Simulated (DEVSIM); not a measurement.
CdS/CdTe n-p heterojunction

System: CdS/CdTe n-p heterojunction, at 400 K.

```csv
layer (left to right),material,thickness (μm),Nd (cm⁻³),Na (cm⁻³),τn (s),τp (s)
1,CdS,0.110,1.3e16,-,1.2e-8,1.2e-8
2,CdTe,0.270,-,4.2e15,1.2e-8,1.2e-8
```

Left contact: ohmic. Right contact: ohmic. Voltage is applied to the left contact. Recombination: SRH at mid-gap, Auger. Mobility is μmin + (μ − μmin)/(1 + (N/Nref)^α).

The device is made up for the run: typed textbook-type constants, with dimensions and the other settings drawn at random. Values at 300 K; Nc and Nv go as T^1.5, mobilities as T to minus their exponent, the gap by Varshni's rule with the affinity fixed.

```tsv
parameter	CdS	CdTe
gap (eV)	2.4	1.5
affinity (eV)	4.3	4.28
permittivity	9	10.2
Nc (cm⁻³)	2.2e18	8e17
Nv (cm⁻³)	1.8e19	1.8e19
μn (cm²/Vs)	300	1000
μp (cm²/Vs)	25	80
μn,min	30	100
μp,min	3	10
Nref,n	1e17	1e17
Nref,p	1e17	1e17
αn	0.6	0.6
αp	0.6	0.6
T exponent of μn	1.5	1.7
T exponent of μp	1.5	1.5
Cn (cm⁶/s)	1e-30	1e-30
Cp (cm⁶/s)	1e-30	1e-30
Varshni α (eV/K)	0.00039	0.00031
Varshni β (K)	103	108
```

DEVSIM, 1D drift-diffusion, Boltzmann statistics, complete ionisation; no tunnelling, impact ionisation, image-force lowering or self-heating. Band offsets follow the typed affinities; no thermionic-emission limit at abrupt steps, no polarisation charge.

```json
{
  "potential_step_across_the_device_at_zero_bias": "0.956 V",
  "largest_field_in_the_device_at_zero_bias": "39000 V/cm",
  "Dark forward voltage at 1 A/cm²": "0.729 V",
  "Dark forward voltage at 100 A/cm²": "0.920 V"
}
```

Dark forward current:

```json
[
 {"V (V)": "-0.05", "J (A/cm²)": "-1.1e-7"},
 {"V (V)": "-0.10", "J (A/cm²)": "-3.4e-7"},
 {"V (V)": "-0.15", "J (A/cm²)": "-9.1e-7"},
 {"V (V)": "-0.20", "J (A/cm²)": "-2.4e-6"},
 {"V (V)": "-0.25", "J (A/cm²)": "-6.8e-6"},
 {"V (V)": "-0.30", "J (A/cm²)": "-2.1e-5"},
 {"V (V)": "-0.35", "J (A/cm²)": "-6.6e-5"},
 {"V (V)": "-0.40", "J (A/cm²)": "-0.00023"},
 {"V (V)": "-0.45", "J (A/cm²)": "-0.00079"},
 {"V (V)": "-0.50", "J (A/cm²)": "-0.0028"},
 {"V (V)": "-0.55", "J (A/cm²)": "-0.010"},
 {"V (V)": "-0.60", "J (A/cm²)": "-0.037"},
 {"V (V)": "-0.65", "J (A/cm²)": "-0.13"},
 {"V (V)": "-0.70", "J (A/cm²)": "-0.48"},
 {"V (V)": "-0.75", "J (A/cm²)": "-1.7"},
 {"V (V)": "-0.80", "J (A/cm²)": "-5.9"},
 {"V (V)": "-0.85", "J (A/cm²)": "-20"},
 {"V (V)": "-0.90", "J (A/cm²)": "-65"},
 {"V (V)": "-0.95", "J (A/cm²)": "-190"},
 {"V (V)": "-1.00", "J (A/cm²)": "-470"},
 {"V (V)": "-1.05", "J (A/cm²)": "-980"},
 {"V (V)": "-1.10", "J (A/cm²)": "-1800"},
 {"V (V)": "-1.15", "J (A/cm²)": "-2700"}
]
```
